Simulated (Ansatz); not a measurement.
Partial pair distribution functions of a relaxed model of amorphous Ti$_{20}$O$_{42}$Ge, broadened by 0.06 Å; density 3.63 g/cm³. Level of theory: PBE, scalar-relativistic without spin-orbit coupling (plane waves to 420 eV, PAW; Ansatz, a program for electronic structure).

Preparation: random packing, a CHGNet melt and quench, and a DFT relaxation. O atoms were pushed apart under 1.9 Å during the dynamics, to hinder bonds among them. The hot cell started wider than the set density and was brought back towards it in steps. It is the lowest in DFT energy of 2 quenches. It is a model cell: composition and starting density were chosen by hand, and all elements were melted together. No dispersion term was used. Its density started from a set value of 3.63 and ended at 3.63 g/cm³. Cooling (nominally 300 K/ps over its main leg) ran many orders faster than in experiment, which tends to leave more defects and strain. A cell of this size samples the disorder only roughly. The volume was held where the preparation left it and the shape relaxed, at a PBE pressure of 0.5 GPa. Stress components on the final sampling reach 0.5 GPa.

| r (Å) | g Ti-O | g O-Ge | g Ti-Ti | g O-O |
|---|---|---|---|---|
| 1.55 | 0.00 | 0.00 | 0.00 | 0.00 |
| 1.65 | 0.34 | 0.01 | 0.00 | 0.00 |
| 1.75 | 3.26 | 0.84 | 0.00 | 0.00 |
| 1.85 | 6.36 | 9.92 | 0.00 | 0.00 |
| 1.95 | 5.08 | 11.20 | 0.00 | 0.00 |
| 2.05 | 2.85 | 2.16 | 0.00 | 0.00 |
| 2.15 | 1.42 | 0.07 | 0.00 | 0.00 |
| 2.25 | 0.82 | 0.00 | 0.00 | 0.03 |
| 2.35 | 0.46 | 0.00 | 0.00 | 0.35 |
| 2.45 | 0.25 | 0.00 | 0.00 | 1.15 |
| 2.55 | 0.05 | 0.00 | 0.00 | 1.72 |
| 2.65 | 0.15 | 0.00 | 0.00 | 2.03 |
| 2.75 | 0.16 | 0.00 | 0.01 | 2.71 |
| 2.85 | 0.10 | 0.00 | 0.21 | 2.82 |
| 2.95 | 0.12 | 0.00 | 0.57 | 2.56 |
| 3.05 | 0.06 | 0.00 | 1.46 | 1.63 |
| 3.15 | 0.25 | 0.00 | 1.45 | 0.92 |
| 3.25 | 0.44 | 0.00 | 1.71 | 0.83 |
| 3.35 | 0.77 | 0.00 | 2.65 | 0.77 |
| 3.45 | 0.70 | 0.00 | 3.38 | 0.68 |
| 3.55 | 0.90 | 0.00 | 3.24 | 0.69 |
| 3.65 | 1.27 | 0.26 | 2.32 | 0.81 |
| 3.75 | 1.28 | 2.00 | 1.30 | 0.83 |
| 3.85 | 1.42 | 3.46 | 0.62 | 0.87 |
| 3.95 | 1.46 | 3.05 | 0.19 | 0.99 |
| 4.05 | 1.44 | 1.57 | 0.28 | 0.70 |
| 4.15 | 1.49 | 1.11 | 0.48 | 0.51 |
| 4.25 | 1.47 | 0.84 | 0.72 | 0.47 |
| 4.35 | 1.42 | 0.41 | 0.98 | 0.50 |
| 4.45 | 1.31 | 1.74 | 1.18 | 0.67 |

Within 2.54 Å each Ti has 5.35 O neighbours on average.
